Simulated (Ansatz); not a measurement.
The starting structures come from a database of crystals and need not be the phases stable at ambient conditions.

Inside the gap of an insulator the Bloch states are evanescent, with a wavenumber k + iκ along the transport direction.

```yaml
crystal:
  lattice:
    - [3.23712, 0.00000, 0.00000]
    - [-1.61856, 2.80343, 0.00000]
    - [0.00000, 0.00000, 5.42360]
  atoms:
    - { symbol: Li, position: [0.66667, 0.33333, 0.38279] }
    - { symbol: Li, position: [0.33333, 0.66667, 0.61721] }
    - { symbol: Hf, position: [0.00000, 0.00000, 0.00000] }
    - { symbol: N, position: [0.66667, 0.33333, 0.77938] }
    - { symbol: N, position: [0.33333, 0.66667, 0.22062] }
```

Space group of this cell: P-3m1. The cell is taken as given; by r2SCAN its mean pressure is 1.1 GPa.

Transport runs along the normal of the first two printed cell vectors, the (001) plane of the conventional cell.

The gap is the functional's own. No spin-orbit coupling. Mid-gap values are interpolated on the energy grid.

Compute, with r2SCAN (Ansatz, a program for electronic structure), the band gap and the smallest decay constant κ at mid-gap.

Gap 2.28 eV on a 12×12×6 mesh; κ = 0.307 1/Å, at the zone centre.
